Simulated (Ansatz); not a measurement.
The parent structure is Be2C (space group Fm-3m, No. 225).

```yaml
crystal:
  lattice:
    - [0.00000, 2.16425, 2.16425]
    - [2.16425, 0.00000, 2.16425]
    - [2.16425, 2.16425, 0.00000]
  atoms:
    - { symbol: Be, position: [0.25000, 0.25000, 0.25000] }
    - { symbol: Be, position: [0.75000, 0.75000, 0.75000] }
    - { symbol: C, position: [0.00000, 0.00000, 0.00000] }
```

Computed with PBE/PAW in Ansatz (a program for electronic structure), without spin-orbit coupling.

Base values:

The lattice parameter a comes out as 4.328 Å and the band gap is 1.17 eV. The electron mass comes out as 0.69 mₑ along k, 0.23 mₑ across (at X) and the gap character is indirect, Γ → X.

The change: a hydrostatic pressure of 30 GPa.

**Question.** Estimate the effect on the lattice parameter a.

**Answer.** The lattice parameter a decreases by 0.1705 Å, from 4.328 Å to 4.158 Å.

**Question.** How does this affect the band gap?

**Answer.** The band gap goes up by 0.05 eV (1.17 eV → 1.22 eV).

**Question.** Estimate the effect on the electron mass.

**Answer.** The electron mass changes from 0.69 mₑ along k, 0.23 mₑ across (at X) to 0.71 mₑ along k, 0.23 mₑ across (at X).

**Question.** What happens to the gap character?

**Answer.** The gap character remains indirect, Γ → X.

Load acts through the strain it causes; cell and atoms are relaxed under it. Masses are band curvatures over ±0.01 Å⁻¹ around the edge. Along k means along the line from Γ to the band edge. Stability against distortions was not tested. Competing high-pressure phases were not computed.
